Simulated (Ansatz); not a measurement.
# A computed series for hypothetical R3m CsPbBr3: carrier doping

Consider CsPbBr$_{3}$ (space group R3m, No. 160; a = 8.474 Å, c = 10.462 Å (hexagonal axes); a hypothetical phase, not in the database extracts checked).

Carriers are added at fixed cell with a uniform background; the Fermi–Dirac width is that of 300 K.

Levels (all Ansatz, a quantum-chemistry and plane-wave program, PAW): PBE (420 eV, no SOC); PBEsol (420 eV, spin-orbit coupling left out).

The base cell above is that of PBE; each level relaxes its own structures.

```json
[
 {"case": "electrons 2.0×10^21 cm⁻³", "shift of the gap caused by the change, PBE": "+0.08 eV", "shift of the gap caused by the change, PBEsol": "(withheld)"},
 {"case": "electrons 3.0×10^21 cm⁻³", "shift of the gap caused by the change, PBE": "+0.12 eV", "shift of the gap caused by the change, PBEsol": "(withheld)"},
 {"case": "electrons 5.0×10^21 cm⁻³", "shift of the gap caused by the change, PBE": "+0.13 eV", "shift of the gap caused by the change, PBEsol": "+0.10 eV"},
 {"case": "holes 2.0×10^21 cm⁻³", "shift of the gap caused by the change, PBE": "+0.02 eV", "shift of the gap caused by the change, PBEsol": "-0.02 eV"},
 {"case": "holes 3.0×10^21 cm⁻³", "shift of the gap caused by the change, PBE": "+0.17 eV", "shift of the gap caused by the change, PBEsol": "(withheld)"},
 {"case": "holes 5.0×10^21 cm⁻³", "shift of the gap caused by the change, PBE": "+0.51 eV", "shift of the gap caused by the change, PBEsol": "+0.47 eV"}
]
```

Q: Some entries are withheld; estimate them.

A: 
- electrons 2.0×10^21 cm⁻³, shift of the gap caused by the change, PBEsol: +0.05 eV
- electrons 3.0×10^21 cm⁻³, shift of the gap caused by the change, PBEsol: +0.09 eV
- holes 3.0×10^21 cm⁻³, shift of the gap caused by the change, PBEsol: +0.04 eV

PBE lies above PBEsol in every row, by 0.03 eV to 0.13 eV. They disagree on the order of holes 3.0×10^21 cm⁻³ and electrons 2.0×10^21 cm⁻³.

Carriers are added with a uniform compensating background; total energy and stress of such cells depend on the potential's zero and are not compared; many-body gap narrowing is missing at this level. With Pb present, leaving out spin-orbit coupling can change the band edges. Stability against distortions was not tested.
